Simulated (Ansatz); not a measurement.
**Ir under a change: Co on a Ir site, symmetric start**

The reference is a 12-atom supercell of Ir in the fcc (Cu type) structure (space group Fm-3m, No. 225; a = 3.844 Å) at its relaxed geometry.

The change: one Ir atom is replaced by Co, atoms relaxed at fixed cell.

Level of theory: DFT with r2SCAN, PAW potentials and a 500 eV plane-wave cutoff in Ansatz (a quantum-chemistry and plane-wave program), no spin-orbit coupling. k-mesh 7×5×7 (Γ-centred); smearing 0.05 eV (Fermi–Dirac).

```yaml
pressure: -4.3 GPa (base 0.1 GPa)
largest_displacement_of_a_host_atom_from_its_site_in_the_perfect_cell: 0.03 Å
mean_distance_from_the_defect_site_to_its_nearest_host_atoms: 2.71 Å (base 2.72 Å)
```

Final structure:

```
CoIr11
1.0
    0.00000     3.84442     3.84442
    3.84442    -3.84442     3.84442
    3.84442     3.84442     0.00000
Co Ir
1 11
Direct
  0.00000   0.00000   0.00000
  0.00000   0.00000   0.50000
  0.16634   0.33173   0.16634
  0.16634   0.33173   0.66731
  0.33333   0.67115   0.33333
  0.33269   0.66827   0.83366
  0.50000   0.00000   0.00000
  0.50000   0.00000   0.50000
  0.66731   0.33173   0.16634
  0.66667   0.32885   0.66667
  0.83366   0.66827   0.33269
  0.83366   0.66827   0.83366
```

The magnetic state is the one reached from the starting moments; the real material's order can differ, and small cells can't hold many antiferromagnetic ones. In so small a cell the defect repeats every few ångströms: this is an ordered compound, not a dilute defect. The defect started on the symmetric site and kept its symmetry, so it may sit on a saddle. Spin-polarised in the final run: Co on a Ir site; the other runs are not. The defect cell is spin-polarised and ends with 3.2 μB, a fractional moment that hangs on the mesh and smearing.
